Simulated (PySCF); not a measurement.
PySCF 2.14.0, CCSD(T) (frozen core)/cc-pvdz: Mg(OH)(SH)(OH2)2 ([OH][Mg](<-[OH2])(<-[OH2])[SH]), 11 atoms. The geometry is a generated start, not checked to be a minimum at this level.

* **task**: ccsd(t)
* **method**: hf
* **basis**: cc-pvdz
* **two-electron scheme**: exact four-centre integrals
* **frozen core**: true
* **mf.init_guess**: minao (default)
* **mf.DIIS**: CDIIS (default)
* **mf.diis_space**: 8 (default)
* **mf.conv_tol**: 1e-09 (default)
* **basis functions**: 108

It runs on a single node (Arm Neoverse V2, 96 cores on 1 socket, no SMT, 1 L3 cache group).

Each time is the median wall time of two to five repeats, run one at a time on the otherwise empty machine; start-up is included. Unless noted, each process is bound to its own block of adjacent cores. Build: PyPI wheel: OpenMP (GNU), a bundled serial OpenBLAS 0.3.3 under its C layer, NumPy's threaded OpenBLAS held to generic ARMv8 kernels, libcint, Libxc. Other compilers and libraries give other times. Scratch files lie in a memory file system.

All on 32 threads, 1 BLAS thread. Base settings, kept where nothing else is said: mol.max_memory = 32000 MB, post.incore_complete = false (default), post.direct = false (default). The candidates, on 32 cores each, agree within 1.0 meV/atom in energy:
A. post.direct = true
B. mol.max_memory = 400 MB
C. the base settings
D. post.incore_complete = true
E. mol.max_memory = 1500 MB

Q: Pick the fastest of these ways to run it.

A: C and D, at 12 s to 13 s, level within 8 % or the scatter of repeats. At the other end B takes 1.8× as long.

```csv
candidate,wall time,repeats,Fock builds (products with the orbital Hessian counted alike)
C,12 s,3 runs within 3 %,12
D,13 s,2 runs within 6 %,12
E,14 s,2 runs within 1 %,12
A,16 s,2 runs within 2 %,12
B,22 s,2 runs within 1 %,12
```

From the slowest to the fastest: The largest move is in CCSD iterations and the steps ahead of them: 13 s to 3.6 s.
